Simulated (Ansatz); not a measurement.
The reference is LiF in the rock salt structure (space group Fm-3m, No. 225; a = 4.0079 Å). Axes: x, y, z lie along the cube axes.

Method: Kohn–Sham DFT with the PBEsol functional, run in Ansatz (a program for electronic structure) with PAW and 420 eV plane waves, scalar-relativistic without spin-orbit coupling.

Strains are applied to the cell and any free atomic positions relax; under biaxial strain the out-of-plane vector relaxes too.

One change was made to it. Results:

| quantity | base | after |
|---|---|---|
| shortest interatomic distance | 2.004 Å | 1.970 Å |
| pressure (mean of the normal stresses, compression positive) | -0.01 GPa | -1.96 GPa |

### Question
Which change produced these results?
A. biaxial strain +2.00 %, plane normal [001], relaxed out of plane
B. biaxial strain +1.00 %, plane normal [001], relaxed out of plane
C. biaxial strain +2.50 %, plane normal [001], relaxed out of plane
D. biaxial strain +1.50 %, plane normal [001], relaxed out of plane

### Answer
C, biaxial strain +2.50 %, plane normal [001], relaxed out of plane. For comparison, the pressure in the other runs: biaxial strain +1.00 %, plane normal [001], relaxed out of plane gives -0.87 GPa; biaxial strain +2.00 %, plane normal [001], relaxed out of plane gives -1.62 GPa; biaxial strain +1.50 %, plane normal [001], relaxed out of plane gives -1.26 GPa.

Whether these cells are dynamically stable was not tested.
